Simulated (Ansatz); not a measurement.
The reference is MgH$_{2}$ in the CdI2 type structure (space group P-3m1, No. 164; a = 2.9840 Å, c = 4.1127 Å; a hypothetical phase, not in the database extracts checked). Axes: x lies along a and z along c of the hexagonal cell.

Method: Ansatz (a first-principles code), PBE-D3(BJ), PAW, cutoff 420 eV, spin-orbit coupling left out.

Perturbation: every lattice vector is stretched by 1.18 %, atoms relaxed at fixed cell.

Predict the stress tensor and what it implies for the stiffness.

Stress of the strained cell less that of the base (GPa, compression positive):
```
  -1.71    0.00    0.00
   0.00   -1.71    0.00
   0.00    0.00   -0.27
```

Then B = −ΔP/(ΔV/V₀) with ΔV/V₀ = 0.0358 gives secant stiffness values (nonlinear terms included at this strain): B (at held cell shape, above the free-shape value) ≈ 34 GPa.

Stability against distortions was not tested.
